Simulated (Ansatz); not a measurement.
Pressure series in InSb

The reference is InSb in the zinc blende structure (space group F-43m, No. 216; a = 6.519 Å).

Cell and atoms are relaxed at each pressure.

Level of theory: DFT with PBEsol, PAW potentials and a 420 eV plane-wave cutoff in Ansatz (a quantum-chemistry and plane-wave program), no spin-orbit coupling.

### Question
Only one of these has a band gap. Which?
(A) pressure 0.9 GPa
(B) pressure 15 GPa
(C) pressure 2.1 GPa
(D) pressure −1 GPa

### Answer
B, pressure 15 GPa. Computed: pressure 2.1 GPa: zero; pressure 0.9 GPa: zero; pressure −1 GPa: zero; pressure 15 GPa: 0.81 eV

With Sb present, leaving out spin-orbit coupling can change the band edges. Load acts through the strain it causes; cell and atoms are relaxed under it. Whether these cells are dynamically stable was not tested. Tetrahedral semiconductors of this kind turn to denser phases somewhere between about 1 and 50 GPa; those were not computed, so compressed cells here can lie past the real transition. All final runs are without spin polarisation. The zero or small gap of InSb can change with the level of theory.
